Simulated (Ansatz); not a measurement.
The parent structure is Mo in the bcc (W type) structure (space group Im-3m, No. 229; a = 3.130 Å; relaxed with 0.1 eV smearing). Axes: x, y, z lie along the cube axes.

The values are results of Ansatz (a first-principles code), PBEsol, PAW, cutoff 420 eV, no SOC, not measurements.

One thing is altered: uniaxial strain ε_zz = +3.00 %, all other strain components held at zero; the atoms relax in the strained cell.

Question: Predict the stress tensor and what it implies for the stiffness.

Answer: Stress of the strained cell less that of the base (GPa, compression positive):
```
   -4.8     0.0     0.0
    0.0    -4.8     0.0
    0.0     0.0   -13.4
```

Then −Δσ_ii/ε with ε = 0.0300 gives secant stiffness values (nonlinear terms included at this strain): C33 ≈ 447 GPa, C13 ≈ 160 GPa and C23 ≈ 160 GPa.

As a check, the harmonic strain energy −½ V₀ Δσ:ε is 19 meV/atom; the computed energy rise is 20 meV/atom.

Stability against distortions was not tested. The final runs are not spin-polarised.
